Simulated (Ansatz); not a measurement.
The reference is MoSi$_{2}$ (space group I4/mmm, No. 139; a = 3.2170 Å, c = 7.8732 Å).

(Cell as relaxed with PBE.)

Levels (all Ansatz, a first-principles code, PAW, earlier PAW set): PBE (420 eV, no spin-orbit coupling); r2SCAN (500 eV, spin-orbit coupling left out).

Each level relaxes its own structure.

```json
[
 {"base": "volume per atom", "PBE": "13.58 Å³", "r2SCAN": "13.36 Å³"},
 {"base": "lattice parameter a", "PBE": "3.217 Å", "r2SCAN": "3.202 Å"},
 {"base": "band gap", "PBE": "zero", "r2SCAN": "zero"}
]
```

It is then changed as follows: a hydrostatic pressure of 3 GPa.

| quantity | PBE | r2SCAN |
|---|---|---|
| c/a ratio | 2.450 | [?] |
| volume per atom | 13.39 Å³ | [?] |

Q: What does r2SCAN give?

A: 
- c/a ratio, r2SCAN: 2.444
- volume per atom, r2SCAN: 13.19 Å³

PBE's c/a ratio lies 0.0053 above r2SCAN's; PBE's volume per atom lies 0.20 Å³ above r2SCAN's (1.5 %). Neither level is exact; r2SCAN is the comparison here, not a measurement.

A case with no gap was solved on a k-mesh chosen for an insulator, which is coarse for it. Load acts through the strain it causes; cell and atoms are relaxed under it. Stability against distortions was not tested. All final runs are without spin polarisation.
